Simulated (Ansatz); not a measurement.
Base system: MgO in the rock salt structure (space group Fm-3m, No. 225; a = 4.214 Å). Axes: x, y, z lie along the cube axes.

Calculations: Kohn–Sham DFT with the PBEsol functional, run in Ansatz (a program for electronic structure) with PAW and 420 eV plane waves, scalar-relativistic without spin-orbit coupling.

For the base:

The band gap is 4.62 eV. The valence-band top at Γ is 0.00, 0.00, 0.00 eV.

One thing is altered: compressive biaxial strain of 1.14 % in the plane normal to [111], as in epitaxy on a mismatched substrate; the out-of-plane cell vector and the atoms relax.

Estimate the effect on the in-plane stress.

The mean in-plane stress (compression positive) amounts to +4.7 GPa.

What does the calculation give for the band gap after the change?

The band gap goes up by 0.14 eV, from 4.62 eV to 4.76 eV.

How does this affect the valence-band top at Γ?

The valence-band top at Γ (three highest levels, from the VBM) changes from 0.00, 0.00, 0.00 eV to 0.00, 0.00, -0.12 eV.

Estimate the effect on the out-of-plane strain.

The out-of-plane strain comes out as +0.40 %.

Stability against distortions was not tested. The base started in P3_121 and relaxed to Fm-3m at this level.
